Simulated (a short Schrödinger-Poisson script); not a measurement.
Symmetric double-gate stack, Al2O3 on p-type Si(100)

Stack: symmetric double-gate stack, Al2O3 on p-type Si(100), at 400 K.

```tsv
layer	material	thickness (nm)	Na (cm⁻³)
1	Al2O3	6.4	-
2	Si	10	2e15
3	Al2O3	6.4	-
```

The device is made up for the run: typed textbook-type constants, with dimensions and the other settings drawn at random. Al2O3: permittivity 9, conduction-band edge (eV) 2.7, gap (eV) 6.8, electron mass (mₑ) 0.3. Si: permittivity 11.7, conduction-band edge (eV) 0, gap (eV) 1.124, Nv at 300 K (cm⁻³) 3.1e19.

Channel valleys (confinement mass, in-plane density-of-states mass, number): Δ2 0.916, 0.19, 2; Δ4 0.19, 0.417, 4. At the gates, both at one voltage, the conduction-band edge of layer 1 lies 3.01 eV − eVg above the Fermi level of the channel. Gaps are held at their typed values at every temperature. Mesh 0.03 nm at interfaces.

Solved with a short Schrödinger-Poisson script written for these runs: 1D Poisson equation in equilibrium, electrons quantum, Hartree (BenDaniel-Duke, 12 states a valley, the channel's in-plane mass for all, wave functions ending at the dielectric), parabolic valleys, classical holes, full ionisation, no traps, pinning or gate leakage.

```tsv
Vg (V)	electrons (cm⁻²)	C (μF/cm²)	Δ2 E0 (meV)	Δ2 E1 (meV)	Δ4 E0 (meV)	Δ4 E1 (meV)
-0.2	1.02e7	< 0.003	514.3	526.6	530.0	589.3
0	3.36e9	0.0157	314.6	326.8	330.2	389.6
0.2	4.12e11	0.961	149.2	159.9	165.0	222.7
0.4	2.15e12	1.65	92.4	97.6	110.2	161.8
0.6	4.35e12	1.85	65.0	66.9	88.9	134.6
0.8	6.73e12	1.95	44.9	45.6	77.0	118.0
1	9.21e12	2.02	28.6	28.9	69.2	106.5
1.2	1.18e13	2.07	14.8	15.0	63.5	97.9
1.4	1.44e13	2.10	2.8	2.9	59.1	91.1
1.6	1.70e13	2.12	-7.9	-7.8	55.6	85.5
1.8	1.97e13	2.14	-17.7	-17.7	52.5	80.7
```

Subbands count from the Fermi level. The capacitance is that of both gates.
